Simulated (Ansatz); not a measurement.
Given:

```xyz
4
Lattice="3.7141 0.0000 0.0000 1.8570 3.2165 0.0000 0.0000 0.0000 6.2781" Properties=species:S:1:pos:R:3 pbc="T T T"
Zn     1.8570     1.0722     0.0208
Zn     3.7141     2.1443     3.1598
S      1.8570     1.0722     2.3335
S      3.7141     2.1443     5.4725
```

No spin polarisation.

The values are results of PBEsol, PAW, 420 eV (Ansatz, an electronic-structure program; no spin-orbit coupling), not measurements. Settings: 10×10×6 k-points, 0.05 eV Fermi–Dirac smearing.

Predict the valence-band top at Γ, gap character, space group and band gap.


- Valence-band top at Γ (three highest levels, from the VBM): 0.00, 0.00, -0.26 eV
- Gap character: direct at Γ
- Space group: P6_3mc (No. 186)
- Band gap: 2.15 eV

The cells carry an imposed strain or load. No phonon test of stability was made. The cell was made from ZnS in the wurtzite structure (space group P6_3mc, No. 186) by this change: biaxial strain −1.80 %, plane normal [001], relaxed out of plane.
